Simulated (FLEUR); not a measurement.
Band structure of HfAu (P4/nmm, 4 atoms in the cell).

```xyz
4
Lattice="3.4839 0.0000 0.0000 0.0000 3.4839 0.0000 0.0000 0.0000 6.3205" Properties=species:S:1:pos:R:3 pbc="T T T"
Hf     0.0000     1.7419     5.3824
Hf     1.7419     0.0000     0.9381
Au     0.0000     1.7419     2.3476
Au     1.7419     0.0000     3.9729
```

Computed with FLEUR with PBEsol, all-electron FLAPW (FLEUR), scalar-relativistic valence.

Settings: Kmax = 4 1/bohr; GmaxXC = 14 1/bohr; xcFunctional = PBEs; jspins = 1; l_soc = F; mode = hist; fermiSmearingEnergy = 0.00367493 Htr; mesh (inpgen div1-3) = 8 8 4; inpgen gamma flag = true; Gmax = 14 1/bohr; numbands = 0; maxIterBroyd = 99; imix = Anderson; alpha = 0.05.

The starting cell comes from a database of computed structures (which also holds hypothetical and non-ambient phases and stackings), without a prior relaxation at this level. Spin-orbit coupling is off. Values depend on the basis (sphere radii, cutoffs, local orbitals), which need not be converged.

Levels in eV from the Fermi level, bands 39 to 46:
```csv
point,39,40,41,42,43,44,45,46
Γ,-4.24,-3.90,-2.55,-0.95,1.11,1.11,2.01,2.90
X,-3.27,-3.27,-1.17,-1.17,0.29,0.29,1.34,1.34
M,-2.72,-2.72,-1.67,-1.67,0.06,0.06,2.54,2.54
Z,-4.16,-3.94,-1.83,-0.75,1.50,1.50,1.93,2.25
R,-3.51,-3.51,-1.96,-1.96,0.42,0.42,1.34,1.34
A,-3.01,-3.01,-1.54,-1.54,-0.80,-0.80,1.26,1.26
```
